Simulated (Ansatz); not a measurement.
# AgCl under a change: pressure 4.2 GPa

The reference is AgCl in the rock salt structure (space group Fm-3m, No. 225; a = 5.5450 Å).

It is then changed as follows: a hydrostatic pressure of 4.2 GPa.

The values are results of r2SCAN (Ansatz, an electronic-structure program, PAW, spin-orbit coupling left out), not measurements. Settings: 10×10×10 k-points, 0.05 eV Fermi–Dirac smearing.

The density grows by 0.40 g/cm³, from 5.58 g/cm³ to 5.98 g/cm³ and the lattice parameter a decreases by 0.127 Å (5.545 Å → 5.418 Å). The shortest interatomic distance drops by 0.0634 Å to 2.709 Å and the band gap rises by 0.01 eV, from 1.48 eV to 1.49 eV. The gap character remains indirect, L → Γ and the mean gap deformation potential ΔEg/Δln V amounts to -0.1 eV. The width of the top valence band grows by 0.31 eV to 2.71 eV and the electron mass changes from 0.29 mₑ (at Γ) to 0.28 mₑ (at Γ). The valley order (the lowest conduction-band minima on the path, energy above the VBM, named in the base's zone) becomes Γ 1.49 eV; X along ⟨100⟩ 2.84 eV (base: Γ 1.48 eV; X along ⟨100⟩ 2.97 eV).

Final structure:

```yaml
crystal:
  lattice:
    - [0.00000, 2.70915, 2.70915]
    - [2.70915, 0.00000, 2.70915]
    - [2.70915, 2.70915, 0.00000]
  atoms:
    - { symbol: Cl, position: [0.00000, 0.00000, 0.00000] }
    - { symbol: Ag, position: [0.50000, 0.50000, 0.50000] }
```

Load acts through the strain it causes; cell and atoms are relaxed under it. Masses are band curvatures over ±0.01 Å⁻¹ around the edge. Whether these cells are dynamically stable was not tested.
